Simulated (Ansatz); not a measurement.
Partial pair distribution functions of a relaxed model of amorphous Si48O94, broadened by 0.06 Å; density 2.24 g/cm³. These are PBE, scalar-relativistic without spin-orbit coupling (plane waves to 420 eV, PAW; Ansatz, a first-principles code) values and carry that method's errors. The usual formal charges leave 4 electrons over, so the level spacing at the Fermi energy parts defect or band states and needn't be the band gap.

The cell was made by melting and quenching with the CHGNet potential and then relaxed with DFT. O atoms were pushed apart under 1.9 Å during the dynamics, to hinder bonds among them. The hot cell started wider than the set density and was brought back towards it in steps. It is the lowest in DFT energy of 4 quenches. It is a model cell: composition and starting density were chosen by hand, and all elements were melted together. No dispersion term was used. Its density started from a set value of 2.23 and ended at 2.24 g/cm³. The quench (nominally 290 K/ps over its main leg) was far faster than any real one, so the model tends to hold more defects than a real film. Values belong to this one cell and scatter from quench to quench. Volume and shape were free in the relaxation.

```
r (Å)  g Si-O  g Si-Si  g O-O
-----  ------  -------  -----
1.40     0.02     0.00   0.00
1.50     1.78     0.00   0.00
1.60    14.36     0.00   0.00
1.70     9.19     0.00   0.00
1.80     0.87     0.00   0.00
1.90     0.10     0.00   0.00
2.00     0.00     0.00   0.00
2.10     0.00     0.00   0.00
2.20     0.00     0.01   0.00
2.30     0.00     0.12   0.04
2.40     0.00     0.25   0.19
2.50     0.02     0.12   1.27
2.60     0.07     0.04   5.27
2.70     0.07     0.44   5.68
2.80     0.16     1.42   2.50
2.90     0.17     2.45   0.78
3.00     0.25     3.79   0.34
3.10     0.34     3.59   0.44
3.20     0.60     2.49   0.55
3.30     0.79     0.71   0.55
3.40     1.07     0.07   0.50
3.50     1.17     0.08   0.56
3.60     1.19     0.09   0.49
3.70     1.23     0.19   0.47
3.80     1.33     0.18   0.54
3.90     1.38     0.23   0.67
4.00     1.50     0.49   0.69
4.10     1.82     0.85   0.84
4.20     2.17     0.88   0.71
4.30     1.72     0.99   0.85
4.40     1.07     0.72   1.04
4.50     0.79     1.01   1.02
4.60     0.65     1.15   1.09
4.70     0.57     1.15   1.25
4.80     0.54     1.24   1.22
4.90     0.60     1.32   1.31
5.00     0.68     1.36   1.49
5.10     0.69     1.25   1.50
5.20     0.77     1.34   1.26
5.30     0.78     1.44   1.16
5.40     0.77     1.18   1.14
5.50     0.86     1.07   1.00
5.60     1.00     1.11   0.91
5.70     1.26     1.30   0.79
5.80     1.14     1.23   0.70
5.90     1.19     0.65   0.86
6.00     1.19     0.60   0.83
```

Within 1.96 Å each Si has 3.94 O neighbours on average.
